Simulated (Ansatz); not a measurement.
An Ansatz (an electronic-structure program) run: Se with a change (pressure 0.7 GPa); Ansatz, r2SCAN, PAW, cutoff 500 eV, without spin-orbit coupling, earlier PAW set.

Input:

Ansatz 0.2 input:
```yaml
crystal:
  lattice:
    - [4.434456267, 0, 0]
    - [-2.2172281335, 3.8403517792, 0]
    - [0, 0, 4.9991297615]
  atoms:
    - { symbol: Se, position: [0.22058848, 0, 0.8333333333] }
    - { symbol: Se, position: [0, 0.22058848, 0.1666666667] }
    - { symbol: Se, position: [0.77941152, 0.77941152, 0.5] }
basis: { ecutwfc: 500, ecutrho_ratio: 4, xc_grid: 4, fft_grid_basis: typed }
kpoints: { mp_grid: { grid: [9, 9, 7] } }
hamiltonian:
  xc: r2scan
  dispersion: none
  pseudopotentials: { azcp: { folder: ./paw }, kind: paw }
scf: { occupations: { method: fermi_dirac, width: 0.05 } }
relax: { f_tol: 0.01, max_steps: 60, cell: { stress_tol: 0.02, p_target: 0.7 } }
output: { forces: true, stress: true }
checkpoint: { write: state.ck, write_every: 1000 }
```

Output (explanatory and most iteration lines left out):

```
Relaxation: its limit of steps is 60 (relax.max_steps)
Pseudopotential: Se, paw, valence charge 16
Crystal: 3 atoms, lattice volume = 85.135 Å³
Basis set: ecut = 500 eV, 2149 PW (Γ), exchange–correlation on 144×144×160 points (64 copies of the dense FFT grid, shifted against one another)
Bands: 29, of which v1, the nominal top of the filled ones, is band 24 counted from 1 (23 counted from 0)
Symmetry: 6 space group operations
Space group: P3121 (ITA 152), of the structure as read, at distance tolerance 4.4e-5 Å
k-points: 69 of 567 (time reversal used)
Functional: x = r2scan, c = r2scan; τ floored in thin density (d = 2e-4 eV/Å³)
SCF iter   1: F=—  HF=-16434.396138 eV  |F-HF|=—  |Δ(HF+E_count)|=         —  Δρ=2.84e-2  dr2=4.32e-1  dr2_τ=9.23e-3  ethr=9.08e-4  ⟨swp⟩=1.0  Hψ=10612  notcnv=0
SCF iter   2: F=—  HF=-16434.408840 eV  |F-HF|=—  |Δ(HF+E_count)|=   1.27e-2  Δρ=1.64e-2  dr2=1.47e-1  dr2_τ=8.99e-4  ethr=9.01e-4  ⟨swp⟩=2.0  Hψ=2346  notcnv=0
SCF 1 converged in 7 iterations: F = -16434.418295 eV  dr2 = 3.74e-8
relax step   1: F+E_penalty+E_count = -16434.41829545 eV  Δ(F+E_penalty+E_count) = +0.000e0 eV  max|allowed force component| = 2.000e-3 eV/Å  Δτ_max = 0.0000 Å  P = +0.296 GPa  Ω = 85.135 Å³  (7 SCF iters, dr2 threshold 1.00e-7 eV, accepted)
[... steps on the carried basis left out ...]
relax step   6: F+E_penalty+E_count = -16434.41011031 eV  Δ(F+E_penalty+E_count) = +1.454e-4 eV  max|allowed force component| = 4.256e-4 eV/Å  Δτ_max = 0.0000 Å  P = +0.695 GPa  Ω = 82.455 Å³  stress off target by 5.97e-3 GPa  SCF on the basis re-selected at this cell (its energy is not comparable with the rows above)  (5 SCF iters)
SCF converged after 5 iterations
Free energy (F): -16434.410110 eV
Internal energy: -16434.410110 eV  (E = F + TS)
E sigma→0 (E₀):  -16434.410110 eV
Entropy (-TS):   -0.000000 eV (-0.000 meV/atom)
Fermi energy:    6.809273 eV
--- Forces (eV/Å), atoms counted from 1 ---
  atom   1  Se    -0.00042561    -0.00000000    -0.00000000
  atom   2  Se     0.00021281    -0.00036859    -0.00000000
  atom   3  Se     0.00021281     0.00036859     0.00000000
--- Stress (GPa, compression-positive) ---
        0.695202       0.000000      -0.000000
        0.000000       0.695202       0.000000
       -0.000000       0.000000       0.694029
  P = ⅓ Tr σ = 0.6948 GPa (6.948 kbar)
--- Relaxed structure (5 steps of the walk, 5 accepted, 1 SCFs on fresh bases) ---
  cell:  # Å, volume = 82.4549 Å³
    - [4.358254963922336, 5.6400294125119e-18, 4.757550505170679e-18]
    - [-2.179127481961168, 3.7743595149263753, -2.3787752525853485e-18]
    - [5.363366079220996e-18, -9.338024571996646e-33, 5.012571003387571]
  atoms:
    - { symbol: Se, position: [0.22453561041662898, -1.4984953669081522e-19, 0.833333333333333] }
    - { symbol: Se, position: [-2.0510372934500043e-19, 0.22453561041662898, 0.16666666666666663] }
    - { symbol: Se, position: [0.7754643895833709, 0.7754643895833708, 0.4999999999999999] }
```

Load acts through the strain it causes; cell and atoms are relaxed under it. Whether these cells are dynamically stable was not tested. The cell was made from Se (space group P3_121, No. 152; made of chains) by this change: pressure 0.7 GPa. No dispersion term is included, though the crystal is made of layers, chains or molecules, so its spacings can come out too wide.
